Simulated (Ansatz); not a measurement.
Base system: VN (space group P-6m2, No. 187; a = 2.7113 Å, c = 2.6207 Å; a cell from a computed database, its experimental status unchecked; relaxed with 0.1 eV smearing). Axes: x lies along a and z along c of the hexagonal cell.

Method: PBEsol (Ansatz, an electronic-structure program), spin-orbit coupling left out, earlier PAW set.

Perturbation: every lattice vector is stretched by 1.79 %; the atoms relax in the strained cell.

Problem. Predict the stress tensor and what it implies for the stiffness.

Solution. Stress of the strained cell less that of the base (GPa, compression positive):
```
  -16.1     0.0     0.0
    0.0   -16.1     0.0
    0.0     0.0   -19.7
```

Then B = −ΔP/(ΔV/V₀) with ΔV/V₀ = 0.0547 gives secant stiffness values (nonlinear terms included at this strain): B (at held cell shape, above the free-shape value) ≈ 316 GPa.

As a check, the harmonic strain energy −½ V₀ Δσ:ε is 24 meV/atom; the computed energy rise is 26 meV/atom.

Whether these cells are dynamically stable was not tested. The final runs are not spin-polarised.
